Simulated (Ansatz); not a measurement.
Gd on the Ga site (Gd_Ga) in wurtzite GaN: one set of geometries, relaxed with PBE, evaluated in Ansatz (PAW, plane waves to 420 eV, 500 eV under r2SCAN) with PBE, r2SCAN.

Details: 96-site cell; 2×2×2 shifted k-points; start: the Ga site; no Hubbard U; energies good to tenths of an eV; flagged in the runs: a host whose relaxation on this sampling wasn't shown to rest, a strain field that reaches the edge of the cell.

| quantity | PBE | r2SCAN |
|---|---|---|
| host gap (eV) | 1.71 | ? |
| neutral formation energy against alpha gallium, hcp Gd, ferromagnetic (eV) | -0.61 | ? |
| largest moment on one atom at charge 0 (μB) | 6.73 | ? |

Given the lower rungs, what does r2SCAN give?


- host gap (eV), r2SCAN: 2.12
- neutral formation energy against alpha gallium, hcp Gd, ferromagnetic (eV), r2SCAN: -0.89
- largest moment on one atom at charge 0 (μB), r2SCAN: 6.81

Ansatz is a first-principles code.
